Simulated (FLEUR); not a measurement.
## Worked example: self-consistent single point of CdS (F-43m, 2 atoms in the cell) in FLEUR

Computed with PBE, all-electron FLAPW (FLEUR), scalar-relativistic valence.

The input file:

Input of the input generator:

```
CdS
&input film=f /
-0.0000000000 2.8835070000 2.8835070000
2.8835070000 0.0000000000 2.8835070000
2.8835070000 2.8835070000 0.0000000000
1.8897261246
1.0 1.0 1.0

2
48 0.0000000000 0.0000000000 0.0000000000
16 0.2500000000 0.2500000000 0.2500000000

&comp jspins=1 /
&kpt div1=10 div2=10 div3=10 gamma=t /
&end /
```

```xml
<?xml version="1.0" encoding="UTF-8" standalone="no"?>
<fleurInput fleurInputVersion="0.39">
   <comment>
      CdS                                                                                                 
   </comment>
   <calculationSetup>
      <cutoffs Kmax="4.7" Gmax="16.4" GmaxXC="16.4" numbands="0"/>
      <scfLoop itmax="60" minDistance="0.00001" maxIterBroyd="99" imix="Anderson" alpha="0.05" precondParam="0.0" spinf="2.0"/>
      <coreElectrons ctail="T" frcor="F" kcrel="0" coretail_lmax="0"/>
      <xcFunctional name="pbe" relativisticCorrections="F"/>
      <magnetism jspins="1"/>
      <soc l_soc="F" theta="0.0" phi="0.0" spav="F"/>
      <expertModes spex="0" secvar="F"/>
      <geometryOptimization l_f="T" forcealpha="1.0" forcemix="BFGS" epsdisp="0.00001" epsforce="0.00001"/>
      <ldaU l_linMix="F" mixParam="0.05" spinf="1.0"/>
   </calculationSetup>
   <cell>
      <bzIntegration valenceElectrons="24.0" mode="hist" fermiSmearingEnergy="0.0001">
         <kPointListSelection listName="default-1"/>
         <!-- k-points included here -->
         <xi:include xmlns:xi="http://www.w3.org/2001/XInclude" href="kpts.xml"> </xi:include>
      </bzIntegration>
      <!-- symmetry operations included here -->
      <xi:include xmlns:xi="http://www.w3.org/2001/XInclude" href="sym.xml"> </xi:include>
      <bulkLattice scale="1.0">
         <bravaisMatrix>
            <row-1>    0.0000000000000000     5.4490385083669715     5.4490385083669715</row-1>
            <row-2>    5.4490385083669715     0.0000000000000000     5.4490385083669715</row-2>
            <row-3>    5.4490385083669715     5.4490385083669715     0.0000000000000000</row-3>
         </bravaisMatrix>
      </bulkLattice>
   </cell>
   <atomSpecies>
      <species name="Cadmium (Cd)" element="Cd" atomicNumber="48">
         <mtSphere radius="2.61" gridPoints="919" logIncrement="0.014"/>
         <atomicCutoffs lmax="10" lnonsphr="8"/>
         <electronConfig flipSpins="F">
            <coreConfig>(1s1/2) (2s1/2) (2p1/2) (2p3/2) (3s1/2) (3p1/2) (3p3/2) (4s1/2) (3d3/2) (3d5/2)</coreConfig>
            <valenceConfig>(4p1/2) (4p3/2) (5s1/2) (4d3/2) (4d5/2)</valenceConfig>
         </electronConfig>
         <energyParameters s="5" p="5" d="4" f="4"/>
         <lo type="SCLO" l="1" n="4" eDeriv="0"/>
         <lo type="HELO" l="2" n="5" eDeriv="0"/>
      </species>
      <species name="Sulfur (S)" element="S" atomicNumber="16">
         <mtSphere radius="1.71" gridPoints="603" logIncrement="0.019"/>
         <atomicCutoffs lmax="8" lnonsphr="6"/>
         <electronConfig flipSpins="F">
            <coreConfig>(1s1/2) (2s1/2) (2p1/2) (2p3/2)</coreConfig>
            <valenceConfig>(3s1/2) (3p1/2) (3p3/2)</valenceConfig>
            <stateOccupation state="(3p1/2)" spinUp="0.6666666666667" spinDown="0.6666666666667"/>
            <stateOccupation state="(3p3/2)" spinUp="1.3333333333333" spinDown="1.3333333333333"/>
         </electronConfig>
         <energyParameters s="3" p="3" d="3" f="4"/>
      </species>
   </atomSpecies>
   <atomGroups>
      <atomGroup species="Cadmium (Cd)">
         <relPos label="                   1">.0000000000 .0000000000 .0000000000</relPos>
         <force calculate="T" relaxXYZ="TTT"/>
      </atomGroup>
      <atomGroup species="Sulfur (S)">
         <relPos label="                   2">1.000/4.000 1.000/4.000 1.000/4.000</relPos>
         <force calculate="T" relaxXYZ="TTT"/>
      </atomGroup>
   </atomGroups>
   <output dos="F" band="F" slice="F">
      <checks vchk="F" cdinf="F"/>
      <bandDOS minEnergy="-.5*Htr" maxEnergy="0.5*Htr" sigma="0.015" storeEVData="T"/>
      <vacuumDOS vacdos="F" integ="F" star="F" nstars="0" locx1="0.0" locy1="0.0" locx2="0.0" locy2="0.0" nstm="0" tworkf="0.0"/>
      <unfoldingBand unfoldBand="F" supercellX="1" supercellY="1" supercellZ="1"/>
      <plotting iplot="0" polar="F">
         <plot TwoD="T" vec1="  1.0  0.0  0.0" vec2="  0.0  1.0  0.0" vec3="  0.0  0.0  1.0" zero="  0.0  0.0  0.0" file="plot"/>
      </plotting>
      <chargeDensitySlicing numkpt="0" minEigenval="0.0" maxEigenval="0.0" nnne="0" pallst="F"/>
      <specialOutput eonly="F"/>
      <magneticCircularDichroism mcd="F" energyLo="-10.0" energyUp="0.0"/>
   </output>
  <!-- We include the file relax.xml here to enable relaxations (see documentation) -->
  <xi:include xmlns:xi="http://www.w3.org/2001/XInclude" href="relax.xml"> <xi:fallback/> </xi:include>
</fleurInput>
```

Output (repeated stretches shortened):

```
      Welcome to FLEUR        (www.flapw.de)
      MaX-Release 8.1          (www.max-centre.eu)

 ========== k-point set info ==========
 Selected k-point list: default-1
 k-point list type: mesh
 10 x 10 x 10
 Number of k points: 47

 ------------Calculation Setup---------------------------
 Number of basis functions:          608
 Iteration:     1   Distance:       8.72657772 me/bohr^3
 Iteration:     2   Distance:       7.81903191 me/bohr^3
 Iteration:     3   Distance:       4.02844982 me/bohr^3
 Iteration:     4   Distance:       1.92738202 me/bohr^3
 Iteration:     5   Distance:       1.27660140 me/bohr^3
 Iteration:     6   Distance:       0.32169534 me/bohr^3
   [... 4 lines left out ...]
 Iteration:    11   Distance:       0.00086855 me/bohr^3
 Iteration:    12   Distance:       0.00049923 me/bohr^3
 Iteration:    13   Distance:       0.00003597 me/bohr^3
 Iteration:    14   Distance:       0.00004792 me/bohr^3
 Iteration:    15   Distance:       0.00000816 me/bohr^3

 Run finished successfully
 Stop message:
   Structural relaxation: Done

[file out, last iteration]
             iter=     16
          p o t e n t i a l   g e n e r a t o r
[...]
          integral of pseudo charge density inside the slab=        0.000000   0.000000
     coulomb potential in the interstitial region:
          density-coulomb potential integrals
          total density-coulomb potenti    -9616.1129727305
          density-effective potential integrals for spin  1
          total density-effective poten   -9.8512298304E+03
          charge density-energy density integrals
          total charge density-energy d   -1.8044788694E+02
 Updated energy parameters for spin:           1
  Atom    1 5s branch from -3.57 to  1.05 htr. ; e_l =  0.0548
  Atom    1 5p branch from -2.13 to  1.67 htr. ; e_l =  0.2183
  Atom    1 4d branch from-14.13 to -0.03 htr. ; e_l = -0.1033
  Atom    1 4f branch from -9.99 to  2.01 htr. ; e_l =  0.5365
  Atom    1 4p branch from-21.75 to -2.13 htr. ; e_l(l -2.1429
  Atom    1-5d branch from  2.13 to  2.13 htr. ; e_l(l  2.1269
  Atom    2 3s branch from -7.36 to  1.47 htr. ; e_l = -0.4706
  Atom    2 3p branch from -5.32 to  2.06 htr. ; e_l = -0.2464
  Atom    2 3d branch from -9.99 to  2.51 htr. ; e_l = -0.0426
  Atom    2 4f branch from -9.99 to  6.02 htr. ; e_l =  0.1216
[...]
 fermi energy and band-weighting factors:
at   0.00000   0.00000   0.00000   k-weight:    0.001000
   19 eigenvalues :
   -2.136689   -2.136689   -2.136689   -0.303689   -0.130291   -0.130291   -0.130291   -0.110937
   -0.110937    0.158666    0.158666    0.158666    0.203576    0.398413    0.398413    0.398413
    0.579424    0.579424    0.587122
   [... 2 blocks of this kind left out ...]

[...]
FERMIE:
          first approx. to ef    (T=0)  :   0.158666 htr   (energy of the highest occ. eigenvalue)
          number of occ. states  (T=0)  :        564
          first approx. to seigv (T=0)  : -14.063198 htr
          sum of weights of occ. states :  12.000000
          sum of semicore charge        :   0.000000 e
FERHIS:  Fermi-Energy by histogram:
          bandgap                     :   0.044910 htr
          charge neutrality (T=0)     :   0.000000    (zero if the highest occ. eigenvalue is "entirely" occupied)
          no eigenvalues within 8 tkb of ef reverts to the t=0 k method.
          number of occ. states       :       564
          sum of the valence weights  :   12.000000
          entropy         :   0.000000 *kb htr/K =   0.00000 htr/K
          sum of val. single particle energies:       -14.0631984365 htr
 Direct bandgap for spin            1 :    4.4910281609654129E-002  Htr
 at k-point            1  with k-vector    0.0000000000000000        0.0000000000000000        0.0000000000000000
          valence density: spin= 1
[...]
     l-like charge
     atom     s        p        d        f        total
 -->  1    0.52189  6.46236  9.72369  0.03920   16.76071
 -->  2    1.05599  1.80256  0.01542  0.00114    2.87533
          total charge for spin  1=   24.000000
          interst. charge =       4.363962
          mt charge=             16.760706    2.875333
          total charge  =   24.000000
          z= 48.     r(1)=  0.684050E-05     dx= 0.014000     m.t.index= 919
               n    l     j    energy       weight
               1.   0.   0.5 -973.9017      2.0000
               2.   0.   0.5 -144.2755      2.0000
               2.   1.   0.5 -134.2874      2.0000
   [... 7 lines left out ...]
          atom type    1  (spin 1)
          kinetic energy=  0.568154380584E+04     sum of the eigenvalues= -0.334620038834E+04
          0.00023390  electrons lost from core.
          z= 16.     r(1)=  0.184304E-04     dx= 0.019000     m.t.index= 603
               n    l     j    energy       weight
               1.   0.   0.5  -87.9836      2.0000
               2.   0.   0.5   -7.3597      2.0000
               2.   1.   0.5   -5.3613      2.0000
               2.   1.   1.5   -5.3149      4.0000
          atom type    2  (spin 1)
          kinetic energy=  0.387601113417E+03     sum of the eigenvalues= -0.222668803493E+03
          0.00178691  electrons lost from core.
          total charge for spin  1=   64.000000
          interst. charge =       4.365975
          mt charge=             46.760479   12.873546
          total charge  =   64.000000
          zc=    64.000000     qfix=    1.000000
     t o t a l  e n e r g y
          sum of eigenvalues =             -3582.9323902678
          density-coulomb potential int    -9616.1129727305
          density-effective potential i    -9851.2298304298
          charge density-ex.-corr.energ     -180.4478869369
          el.-nucl. inter. diff. m.t.       6779.8711880238
          Madelung term for atom type:       -15.9910539132
          el.-nucl. inter. diff. m.t.        465.6166933806
          Madelung term for atom type:       -13.5806194926
 ---->    total energy=                    -5995.2664879505 htr
 ---->    (input%tkb*entropy) TS=              0.0000000000 htr
 ---->    free energy=                     -5995.2664879505 htr
      extrapolation for T->0
 ---->    total electron energy=           -5995.2664879505 htr
 ***** TOTAL FORCES ON ATOMS *****
 TOTAL FORCE FOR ATOM TYPE=  1  X=  0.000   Y=  0.000   Z=  0.000
                       FX_TOT= 0.000000 FY_TOT= 0.000000 FZ_TOT= 0.000000
 TOTAL FORCE FOR ATOM TYPE=  2  X=  2.725   Y=  2.725   Z=  2.725
                       FX_TOT= 0.000000 FY_TOT= 0.000000 FZ_TOT= 0.000000
 Structural relaxation: Done
```

The run converged in 15 iterations. FLEUR gives forces in its relaxation mode, with a further iteration, so its stop message speaks of a relaxation.

The starting cell comes from a database of computed structures (which also holds hypothetical and non-ambient phases and stackings), without a prior relaxation at this level. Its lattice was rescaled by a random factor within 2.5 % of one. Values depend on the basis (sphere radii, cutoffs, local orbitals), which need not be converged.

Cost on one core of a shared machine: roughly 3 min.
